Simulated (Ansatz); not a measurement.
# Pt (Im-3m, No. 229, 1 atom in the cell; start mp-2646979; another form than the element's usual one)

Level of theory: LDA (Ansatz, a program for electronic structure, plane waves, PAW).

Numerical settings: plane-wave cutoff 520 eV, 24×24×24 k mesh, Fermi–Dirac smearing 0.05 eV, scalar-relativistic PAW data made under PBE.

Cell (relaxed at this level):

Space group Im-3m (No. 229); a = b = c = 3.102 Å, α = β = γ = 90.00°

| atom | site | symmetry | x | y | z |
|---|---|---|---|---|---|
| Pt | 2a | m-3m | 0.0000 | 0.0000 | 0.0000 |
(The calculation used a cell of 1 atom; values per cell refer to that cell.)

For Pt (Im-3m, No. 229, 1 atom in the cell; start mp-2646979; another form than the element's usual one), the band gap comes out as none and the bulk modulus B0 is 296 GPa.

Note: the relaxation could not lower the start's symmetry, so the cell can be a saddle point above a distorted one; the bulk modulus is −V dP/dV from two relaxed cells at ±2 % in volume.

Spin–orbit coupling is not included.

Computed values are for the static lattice.

A start named mp-… is a Materials Project structure, which need not be a measured phase.
